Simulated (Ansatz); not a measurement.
Base system: SbN in the rock salt structure (space group Fm-3m, No. 225; a hypothetical phase, not in the database extracts checked).

```
SbN
1.0
    0.00000     2.46173     2.46173
    2.46173     0.00000     2.46173
    2.46173     2.46173     0.00000
N Sb
1 1
Direct
  0.00000   0.00000   0.00000
  0.50000   0.50000   0.50000
```

Cartesian axes are those of the cell as printed.

Level of theory: Kohn–Sham DFT with the PBEsol functional, run in Ansatz (a quantum-chemistry and plane-wave program) with PAW and 420 eV plane waves, spin-orbit coupling left out.

For the base:

| Property | Result |
|---|---|
| Pressure | 0.0 GPa |
| Volume per atom | 14.92 Å³ |
| Band gap | zero |

The change: tensile biaxial strain of 3.92 % in the plane normal to [110], as in epitaxy on a mismatched substrate; the out-of-plane cell vector and the atoms relax.

**Question.** Estimate the effect on the energy relative to the base, pressure, volume per atom and band gap.

**Answer.** The energy goes up by 30 meV/atom; the pressure (mean of the normal stresses, compression positive) goes from zero to -5.4 GPa; the volume per atom rises by 0.58 Å³ to 15.50 Å³; the band gap is still zero.

A biaxial case was relaxed in a doubled cell and then solved in the primitive one. A case with no gap was solved on a k-mesh chosen for an insulator, which is coarse for it. With Sb present, leaving out spin-orbit coupling can change the band edges. No phonon test of stability was made. The final runs are not spin-polarised. The zero or small gap of SbN can change with the level of theory.
